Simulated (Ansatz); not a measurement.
For P (model structure, started from the lonsdaleite type, P6₃/mmc, No. 194, 4 atoms in the cell), PBE-D3(BJ) (PAW; Ansatz, an electronic-structure program) gives:

| Quantity | Value |
|---|---|
| equilibrium lattice constant a | 3.246 Å |
| c axis length | 10.283 Å |
| cohesive energy | 3.73 eV/atom |

Task: What does r²SCAN (Ansatz, PAW) give for the same quantities?

Result: 
- lattice constant a: 3.272 Å (goes up by 0.8 %)
- lattice parameter c: 11.466 Å (goes up by 12 %)
- cohesive energy: 3.34 eV/atom (shrinks by 0.39 eV/atom)

Changes are worked out from the printed values.

Unless a cell is named, each level is at its own relaxed cell (PBE-D3(BJ) 23.46, r²SCAN 26.57 Å³/atom).

Ansatz's density-functional and Hartree–Fock values are scalar-relativistic unless marked +SOC, with PAW data made under PBE.

A model structure was made by putting elements into a prototype or built by hand; it is no filed structure, need not be a known phase, and can be a saddle point held by its symmetry.
